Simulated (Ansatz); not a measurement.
# Cu: response to strain

Start from Cu in the fcc (Cu type) structure (space group Fm-3m, No. 225; a = 3.564 Å; relaxed with 0.1 eV smearing). Axes: x, y, z lie along the cube axes.

Strains are applied to the cell and any free atomic positions relax.

Computed with Ansatz (a program for electronic structure), PBEsol, PAW, cutoff 420 eV, no SOC.

Notes on the quantities. energy relative to the base: free energy F; pressure: mean of the normal stresses, compression positive.

```csv
change,energy relative to the base,pressure,shortest interatomic distance
base,0 meV/atom,0.0 GPa,2.520 Å
uniaxial strain ε_zz = −3.00 %,+7.0 meV/atom,5.6 GPa,2.482 Å
uniaxial strain ε_zz = −2.50 %,+4.8 meV/atom,4.5 GPa,2.489 Å
uniaxial strain ε_zz = −2.00 %,+3.1 meV/atom,3.6 GPa,2.495 Å
uniaxial strain ε_zz = −1.50 %,+1.7 meV/atom,2.6 GPa,2.501 Å
uniaxial strain ε_zz = −1.00 %,+0.7 meV/atom,1.7 GPa,2.507 Å
uniaxial strain ε_zz = −0.50 %,+0.2 meV/atom,0.8 GPa,2.514 Å
uniaxial strain ε_zz = +0.50 %,+0.2 meV/atom,-0.8 GPa,2.520 Å
uniaxial strain ε_zz = +1.50 %,+1.6 meV/atom,-2.4 GPa,2.520 Å
uniaxial strain ε_zz = +3.00 %,+6.4 meV/atom,-4.6 GPa,2.520 Å
```

No phonon test of stability was made. The final runs are not spin-polarised.
